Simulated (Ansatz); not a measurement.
Start from CdS in the wurtzite structure (space group P6_3mc, No. 186; a = 4.196 Å, c = 6.830 Å). Axes: x lies along a and z along c of the hexagonal cell.

Calculations: PBE in Ansatz (plane waves to 420 eV, PAW, without spin-orbit coupling).

Strains are applied to the cell and any free atomic positions relax; under biaxial strain the out-of-plane vector relaxes too.

One change was made to it. Results:

The valence-band top at Γ (three highest levels, from the VBM) changes from 0.00, 0.00, -0.04 eV to 0.00, -0.05, -0.05 eV; the band gap drops by 0.06 eV, from 1.11 eV to 1.05 eV; the pressure (mean of the normal stresses, compression positive) goes from zero to -1.03 GPa.

Question: Name the change that was made.
A) biaxial strain +1.80 %, plane normal [001], relaxed out of plane
B) biaxial strain +0.60 %, plane normal [001], relaxed out of plane
C) biaxial strain +1.20 %, plane normal [001], relaxed out of plane
D) biaxial strain +3.00 %, plane normal [001], relaxed out of plane
E) biaxial strain +2.40 %, plane normal [001], relaxed out of plane

Answer: A, biaxial strain +1.80 %, plane normal [001], relaxed out of plane. For comparison, the valence-band top at Γ in the other runs: biaxial strain +0.60 %, plane normal [001], relaxed out of plane gives 0.00, 0.00, 0.00 eV; biaxial strain +2.40 %, plane normal [001], relaxed out of plane gives 0.00, -0.08, -0.08 eV; biaxial strain +1.20 %, plane normal [001], relaxed out of plane gives 0.00, -0.03, -0.03 eV; biaxial strain +3.00 %, plane normal [001], relaxed out of plane gives 0.00, -0.10, -0.10 eV.

No phonon test of stability was made.

Ansatz is a program for electronic structure.
